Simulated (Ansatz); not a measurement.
The parent structure is BaSnSe3 in the cubic perovskite structure (space group Pm-3m, No. 221; a = 5.360 Å; a hypothetical phase, not in the database extracts checked). Axes: x, y, z lie along the cube axes.

The values are results of Ansatz (a quantum-chemistry and plane-wave program), PBE, PAW, cutoff 420 eV, without spin-orbit coupling, not measurements.

For the base:

- Volume per atom = 30.80 Å³

Now apply this change: uniaxial stress, 3 GPa tension along x, with the cell and atoms free to relax against it.

Q: Estimate the effect on the volume per atom.

A: The volume per atom grows by 0.913 Å³, from 30.80 Å³ to 31.72 Å³.

Q: What happens to the energy relative to the base?

A: The energy rises by 14 meV/atom.

Without a gap, meshes like the base's 9×9×9 leave anisotropic stresses uncertain by several tenths of a GPa, and small strain energies with them. Load acts through the strain it causes; cell and atoms are relaxed under it. Beyond what the load breaks, stability against distortions was not tested. The final runs are not spin-polarised. Many cubic perovskites are stable only at high temperature; tilts and polar distortions were not tested.
